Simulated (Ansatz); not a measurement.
An input for Ansatz (LDA) and the part of its output that reports the quasi-harmonic study. Lengths are of the primitive cell. Another polymorph of this substance is known too; which is more stable was not tested here. Dynamical quadrupoles are not included in the interpolation of the phonons between the solved wave vectors. The pressure is 15 GPa. The structure is held there; whether it is the stable one at that pressure was not tested.

Ansatz 0.2 input:
```yaml
crystal:
  lattice:
    - [0.0, 2.5362271808, 2.5362271808]
    - [2.5362271808, 0.0, 2.5362271808]
    - [2.5362271808, 2.5362271808, 0.0]
  atoms:
    - { symbol: S, position: [0.25, 0.25, 0.25] }
    - { symbol: Zn, position: [0.0, 0.0, 0.0] }
kpoints:
  mp_grid: { grid: [12, 12, 12] }
hamiltonian:
  xc: lda
  pseudopotentials: { kind: paw }
scf:
  occupations: { method: fixed }
phonons:
  method: dfpt
  qmesh: [6, 6, 6]
  temperatures: { t_max: 1000, t_step: 25 }
  thermal_expansion: { pressure: 15 }
checkpoint:
  write: run
```

```
--- Thermal expansion: 10 cells in 3 rounds, 15 GPa ---
  no lower state was reached at cell 4
  without vibrations: a 3.58647, b 3.58647, c 3.58647 Å, V 32.6202 Å³, B 148.82 GPa
  at 0 K: a 3.59065, b 3.59065, c 3.59065 Å, V 32.7344 Å³, B 147.14 GPa
  zero-point expansion: a +0.117, b +0.117, c +0.117, V +0.350 %
      T/K        a/Å        b/Å        c/Å       V/Å³ | expansion of a, b, c, V (1e-6/K)   | that of V in the mean from 25 °C | C_P, C_V (J/mol K of the cell) | B_T, B_S (GPa)
     0.00    3.59065    3.59065    3.59065    32.7344 |    0.00    0.00    0.00    0.00 |   -3.42 |     0.000     0.000 |   147.14   147.14
   100.00    3.58997    3.58997    3.58997    32.7158 |   -2.46   -2.46   -2.46   -7.37 |   -2.28 |    21.889    21.873 |   146.12   146.22
   200.00    3.58944    3.58944    3.58944    32.7013 |   -0.59   -0.59   -0.59   -1.76 |   -0.10 |    36.365    36.363 |   144.22   144.23
   298.15    3.58943    3.58943    3.58943    32.7010 |    0.40    0.40    0.40    1.19 |       - |    42.664    42.663 |   142.16   142.16
   375.00    3.58960    3.58960    3.58960    32.7056 |    0.80    0.80    0.80    2.39 |    1.84 |    45.063    45.057 |   140.51   140.53
   475.00    3.58994    3.58994    3.58994    32.7151 |    1.11    1.11    1.11    3.32 |    2.44 |    46.777    46.763 |   138.37   138.41
   575.00    3.59038    3.59038    3.59038    32.7270 |    1.30    1.30    1.30    3.91 |    2.87 |    47.737    47.713 |   136.24   136.31
   675.00    3.59087    3.59087    3.59087    32.7405 |    1.44    1.44    1.44    4.33 |    3.20 |    48.325    48.292 |   134.12   134.22
   775.00    3.59141    3.59141    3.59141    32.7552 |    1.55    1.55    1.55    4.66 |    3.48 |    48.712    48.668 |   132.03   132.14
   875.00    3.59199    3.59199    3.59199    32.7709 |    1.65    1.65    1.65    4.94 |    3.71 |    48.982    48.927 |   129.95   130.09
   975.00    3.59259    3.59259    3.59259    32.7876 |    1.73    1.73    1.73    5.20 |    3.91 |    49.178    49.112 |   127.89   128.06
  1000.00    3.59275    3.59275    3.59275    32.7919 |    1.75    1.75    1.75    5.26 |    3.96 |    49.219    49.149 |   127.38   127.56
  the static fit leaves 0.001 meV an atom of the energies and, of the stresses, 0.000 GPa of each cell's largest along a strain (root mean squares over the cells), whose Pulay part it has at -0.022 GPa
  vibrations' free energy: its fit passes through its cells
  the electrons' free energy at temperature is not in it: every band gap is over 1.03 eV
  free energies summed between the sampled wave vectors
  estimated error of the fitted expansion in any direction: up to 0.012e-6/K, at 1000 K, with few degrees of freedom (an estimate, not a bound: it was exceeded on models of known expansion)
  by sums over the sampled wave vectors an expansion of the volume parts by up to 0.56e-6/K
  by a static energy of one degree less an expansion of the volume parts by up to 0.00e-6/K
  band gaps on the cells' k-points are 2.581 to 2.716 eV
```

Warnings of the run: phonon_interpolation_lacks_quadrupole_term, thermal_expansion_settings.

Cost: roughly 2.9 core-hours.

The crystal is held in this phase throughout; melting and phase transitions are not modelled.

The PAW data sets were generated under PBE and serve the other functionals too.

Ansatz is an electronic-structure program.
